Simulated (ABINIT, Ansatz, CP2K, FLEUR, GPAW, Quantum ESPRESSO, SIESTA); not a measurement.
**One structure in several programs: MoS2 (P6_3/mmc, 6 atoms in the cell)**

Self-consistent single point, at a second geometry (lattice scaled by 0.98). First geometry:

```yaml
crystal:
  lattice:
    - [3.21028, 0.00000, 0.00000]
    - [-1.60514, 2.78018, 0.00000]
    - [0.00000, 0.00000, 13.28118]
  atoms:
    - { symbol: Mo, position: [0.00000, 0.00000, 0.25000] }
    - { symbol: Mo, position: [0.00000, 0.00000, 0.75000] }
    - { symbol: S, position: [0.33333, 0.66667, 0.36774] }
    - { symbol: S, position: [0.66667, 0.33333, 0.63226] }
    - { symbol: S, position: [0.66667, 0.33333, 0.86774] }
    - { symbol: S, position: [0.33333, 0.66667, 0.13226] }
```

Shared settings, as Ansatz (an electronic-structure program) writes them: kpoints.mp_grid.grid = 6 6 2; scf.occupations.method = fixed. Potentials and cutoffs stand in the table.

```csv
code,model,ΔF from the first geometry (meV/atom),pressure (GPa),largest force (eV/Å),gap on the mesh (eV),cutoff
FLEUR,"PBE, all-electron FLAPW (FLEUR), scalar-relativistic valence",18.7,–,0.821,1.142,Kmax 3.9 1/bohr
Quantum ESPRESSO,"PBE, PseudoDojo standard norm-conserving (PBE) pseudopotentials",17.4,6.95,0.821,1.143,80 Ry
Ansatz,"PBE, default PAW files",16.8,6.87,0.811,1.139,420 eV
SIESTA,"GGA PBE, numerical atomic orbitals DZP, PseudoDojo PBE standard norm-conserving potentials (rewritten from UPF to PSML)",20.7,7.67,1.123,1.106,grid 300 Ry
CP2K,"PBE, GPW, DZVP-MOLOPT-SR-GTH basis, GTH-PBE potentials (GTH_POTENTIALS)",16.7,6.96,0.910,1.145,grid 500 Ry
ABINIT,"PBE, PAW (JTH v2.0 PBE PAW)",17.7,6.97,0.813,1.151,42 Ry
GPAW,"PBE, GPAW PAW datasets PBE (gpaw-data 1.0.1)",17.2,6.82,0.817,1.126,600 eV
```

A dash marks a value that a program does not give, or that is left out as unsure.

Gaps are read on the mesh.

The spread over the programs that give each value: ΔF from the first geometry within 4.0 meV/atom; pressure within 0.85 GPa; largest force within 0.312 eV/Å; gap on the mesh within 0.045 eV.

SIESTA and CP2K use small atom-centred bases, whose incompleteness enters pressures, forces and empty levels differently from a plane-wave cutoff. FLEUR treats all electrons, but the usual bases taken here (sphere radii, linearisation, local orbitals, empty states) were not tested for convergence, so the values are no reference for the others. Ansatz's pressure is given at a fixed set of plane waves, as the other plane-wave codes print theirs. In the force vectors, SIESTA (by 0.308) and CP2K (by 0.095) lie more than 0.08 eV/Å from the median of the plane-wave programs.

The starting cell comes from a database of computed structures (which also holds hypothetical and non-ambient phases and stackings), without a prior relaxation at this level. Its lattice was rescaled by a random factor within 2.5 % of one. For this run, on top of that: lattice scaled by 0.98.

Keys are those of Ansatz 0.2.
